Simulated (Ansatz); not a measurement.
**AlP, response to strain**

The reference is AlP in the zinc blende structure (space group F-43m, No. 216; a = 5.470 Å). Axes: x, y, z lie along the cube axes.

Strains are applied to the cell and any free atomic positions relax; under biaxial strain the out-of-plane vector relaxes too; under stress the whole cell relaxes.

The values are results of PBEsol (Ansatz, an electronic-structure program), scalar-relativistic without spin-orbit coupling, earlier PAW set, not measurements.

```json
[
 {"change": "base", "smallest direct gap": "3.15 eV", "band gap": "1.45 eV", "volume per atom": "20.46 Å³"},
 {"change": "biaxial strain +4.47 %, plane normal [110], relaxed out of plane", "smallest direct gap": "2.10 eV", "band gap": "1.15 eV", "volume per atom": "___"},
 {"change": "biaxial strain +3.69 %, plane normal [111], relaxed out of plane", "smallest direct gap": "2.32 eV", "band gap": "1.22 eV", "volume per atom": "21.57 Å³"},
 {"change": "tensor shear ε_yz = +3.54 %", "smallest direct gap": "2.58 eV", "band gap": "0.90 eV", "volume per atom": "20.44 Å³"},
 {"change": "uniaxial stress, 8 GPa tension along x", "smallest direct gap": "2.60 eV", "band gap": "1.15 eV", "volume per atom": "___"},
 {"change": "uniaxial stress, 5 GPa compression along z", "smallest direct gap": "___", "band gap": "0.79 eV", "volume per atom": "19.98 Å³"}
]
```

Q: Some entries are withheld; estimate them.

A: 
- biaxial strain +4.47 %, plane normal [110], relaxed out of plane, volume per atom: 21.79 Å³
- uniaxial stress, 8 GPa tension along x, volume per atom: 21.05 Å³
- uniaxial stress, 5 GPa compression along z, smallest direct gap: 2.91 eV

A biaxial case was relaxed in a doubled cell and then solved in the primitive one. Beyond what the load breaks, stability against distortions was not tested.
